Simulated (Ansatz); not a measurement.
Base system: Re in the hcp (Mg type) structure (space group P6_3/mmc, No. 194; relaxed with 0.1 eV smearing).

```yaml
crystal:
  lattice:
    - [2.77642, 0.00000, 0.00000]
    - [-1.38821, 2.40445, 0.00000]
    - [0.00000, 0.00000, 4.48093]
  atoms:
    - { symbol: Re, position: [0.66667, 0.33333, 0.75000] }
    - { symbol: Re, position: [0.33333, 0.66667, 0.25000] }
```

Cartesian axes are those of the cell as printed.

Level of theory: PBE (Ansatz, a first-principles code, PAW, spin-orbit coupling left out).

Now apply this change: the cell is scaled by 1.0250 in all directions, atoms relaxed at fixed cell.

### Question
Predict the stress tensor and what it implies for the stiffness.

### Answer
Stress of the strained cell less that of the base (GPa, compression positive):
```
  -22.7     0.0     0.0
    0.0   -22.7     0.0
    0.0     0.0   -23.0
```

Then B = −ΔP/(ΔV/V₀) with ΔV/V₀ = 0.0769 gives secant stiffness values (nonlinear terms included at this strain): B (at held cell shape, above the free-shape value) ≈ 297 GPa.

As a check, the harmonic strain energy −½ V₀ Δσ:ε is 80 meV/atom; the computed energy rise is 88 meV/atom.

Stability against distortions was not tested. The final runs are not spin-polarised.
